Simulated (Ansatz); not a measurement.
The starting structures come from a database of crystals and need not be the phases stable at ambient conditions.

By PBEsol, the system below comes out a metal.

A figure of merit of an interconnect metal is its ballistic conductance per area.

Data:

```yaml
crystal:
  lattice:
    - [4.29345, 0.00000, 0.00000]
    - [-2.14672, 3.71824, 0.00000]
    - [0.00000, 0.00000, 4.49059]
  atoms:
    - { symbol: La, position: [0.00000, 0.00000, 0.00000] }
    - { symbol: Ga, position: [0.33333, 0.66667, 0.50000] }
    - { symbol: Ga, position: [0.66667, 0.33333, 0.50000] }
```

Space group of this cell: P6/mmm. The cell is taken as given; by PBEsol its mean pressure is -2.2 GPa.

The current flows along the normal of the first two printed cell vectors, the (001) plane of the conventional cell. No spin-orbit coupling; the value is a mean over 0.1 eV about the Fermi level.

Q: Compute, with PBEsol in Ansatz (a quantum-chemistry and plane-wave program), the ballistic conductance per area.

A: 0.36 × 10¹⁵ S/m² for both spins.
